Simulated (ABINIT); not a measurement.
A self-consistent single point of ScAl (Cmcm, 4 atoms in the cell) with ABINIT.

Method of the run: LDA (PW92), PAW (JTH v2.0 LDA PAW) (plane waves; ABINIT).

```yaml
crystal:
  lattice:
    - [2.16967, -5.26545, 0.00000]
    - [2.16967, 5.26545, 0.00000]
    - [0.00000, 0.00000, 3.78223]
  atoms:
    - { symbol: Sc, position: [0.86468, 0.13532, 0.25000] }
    - { symbol: Sc, position: [0.13532, 0.86468, 0.75000] }
    - { symbol: Al, position: [0.58450, 0.41550, 0.25000] }
    - { symbol: Al, position: [0.41550, 0.58450, 0.75000] }
```

Reference input (self-consistent single point, DFT, PBEsol, plane waves, PAW (JTH v2.0 PBE PAW, files made for PBE)): pseudos = [Sc.GGA_PBE-JTH.xml, Al.GGA_PBE-JTH.xml]; ecut = 30 Ha; pawecutdg = 60 Ha; pawxcdev = 0; ixc = -116133; occopt = 3; tsmear = 0.1 eV; ngkpt = 6 6 6; nshiftk = 1; shiftk = 0 0 0; potentials = JTH v2.0 PBE PAW; nband = 19. This run's input differs from it in these lines:

```diff
@@ -1,4 +1,4 @@
-# ScAl, JTH v2.0 PBE PAW
+# ScAl, JTH v2.0 LDA PAW
 pp_dirpath "./"
-pseudos "Sc.GGA_PBE-JTH.xml, Al.GGA_PBE-JTH.xml"
+pseudos "Sc.LDA_PW-JTH.xml, Al.LDA_PW-JTH.xml"
 acell 10.7618877206 10.7618877206 7.1473731712
@@ -20,3 +20,2 @@
 pawxcdev 0
-ixc -116133
 occopt 3
```

Its files differ too (potentials: JTH v2.0 PBE PAW → JTH v2.0 LDA PAW).

Output (repeated stretches shortened):

```
--- !BeginCycle
solver: {iscf: 17, nstep: 50, nline: 4, wfoptalg: 10, }
tolerances: {tolvrs: 1.00E-10, }
...

     iter   Etot(hartree)      deltaE(h)  residm     nres2
 ETOT  1  -96.526348451054    -9.653E+01 1.892E+00 5.309E+01
 ETOT  2  -98.711707649386    -2.185E+00 2.987E-01 8.235E+01
 ETOT  3  -98.560710249125     1.510E-01 1.295E-01 2.771E+01
 ETOT  4  -98.499847822509     6.086E-02 4.234E-02 7.237E+00
 ETOT  5  -98.480011361954     1.984E-02 2.390E-02 2.561E-01
   [... 5 lines left out ...]
 ETOT 11  -98.479539069414    -1.081E-09 2.464E-03 3.066E-07
 ETOT 12  -98.479539069171     2.431E-10 5.225E-04 3.212E-09
 ETOT 13  -98.479539069210    -3.953E-11 3.586E-03 7.351E-10
 ETOT 14  -98.479539069220    -9.479E-12 3.957E-04 5.057E-11
 At SCF step   14       nres2   =  5.06E-11 < tolvrs=  1.00E-10 =>converged.

 Cartesian components of stress tensor (hartree/bohr^3)
  sigma(1 1)=  1.77113983E-04  sigma(3 2)=  0.00000000E+00
  sigma(2 2)=  1.48769303E-04  sigma(3 1)=  0.00000000E+00
  sigma(3 3)=  1.58363442E-04  sigma(2 1)=  0.00000000E+00

 ----iterations are completed or convergence reached----

 reduced coordinates (array xred) for    4 atoms
       0.864680000000      0.135320000000      0.250000000000
       0.135320000000      0.864680000000      0.750000000000
       0.584500000000      0.415500000000      0.250000000000
       0.415500000000      0.584500000000      0.750000000000
 cartesian forces (eV/Angstrom) at end:
    1     -0.00000000000000    -0.03039511539296    -0.00000000000000
   [... lines left out ...]
 Fermi (or HOMO) energy (eV) =   6.36721   Average Vxc (eV)=  -9.59408
   [... lines left out ...]
'-kT*entropy'       : -4.57869137895515E-03
total_energy        : -9.84795374205198E+01
total_energy_eV     : -2.67976449510500E+03
...

-Cartesian components of stress tensor (GPa)         [Pressure= -4.7490E+00 GPa]
- sigma(1 1)=  5.21087240E+00  sigma(3 2)=  0.00000000E+00
- sigma(2 2)=  4.37694327E+00  sigma(3 1)=  0.00000000E+00
- sigma(3 3)=  4.65921253E+00  sigma(2 1)=  0.00000000E+00

 Calculation completed.
```

The run converged in 14 iterations. Against the reference run the pressure goes from -2.51 to -4.75 GPa and the largest force goes from 0.086 to 0.050 eV/Å.

The starting cell comes from a database of computed structures (which also holds hypothetical and non-ambient phases and stackings), without a prior relaxation at this level. Its lattice was rescaled by a random factor within 2.5 % of one. With a pressure of about -5 GPa the cell is away from its equilibrium volume at this level.

Cost on one core of a shared machine: roughly 4 min.
